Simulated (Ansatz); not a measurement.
PBE against r2SCAN: hypothetical zinc blende BiSb, isotropic strain −3.91 %

The parent structure is BiSb in the zinc blende structure (space group F-43m, No. 216; a = 7.142 Å; a hypothetical phase, not in the database extracts checked; relaxed with 0.1 eV smearing).

(Cell as relaxed with PBE.)

Levels (all Ansatz, a first-principles code, PAW): PBE (420 eV, no SOC); r2SCAN (500 eV, scalar-relativistic without spin-orbit coupling).

Each level relaxes its own structure.

```
base                      PBE    r2SCAN
-------------------  --------  --------
volume per atom      45.54 Å³  44.57 Å³
lattice parameter a   7.142 Å   7.091 Å
band gap                 zero      zero
```

The change: the cell is scaled by 0.9609 in all directions, atoms relaxed at fixed cell.

```json
[
 {"quantity": "energy relative to the base (free energy F)", "PBE": "+68 meV/atom", "r2SCAN": "(withheld)"},
 {"quantity": "pressure", "PBE": "4.7 GPa", "r2SCAN": "(withheld)"},
 {"quantity": "band gap", "PBE": "zero", "r2SCAN": "(withheld)"}
]
```

### Question
Given the PBE results, estimate those of r2SCAN.

### Answer

- energy relative to the base (free energy F), r2SCAN: +73 meV/atom
- pressure, r2SCAN: 5.2 GPa
- band gap, r2SCAN: zero

PBE's energy relative to the base lies 5.0 meV/atom below r2SCAN's; PBE's pressure lies 0.45 GPa below r2SCAN's; the two agree on the band gap. Neither level is exact; r2SCAN is the comparison here, not a measurement.

Whether these cells are dynamically stable was not tested. All final runs are without spin polarisation.
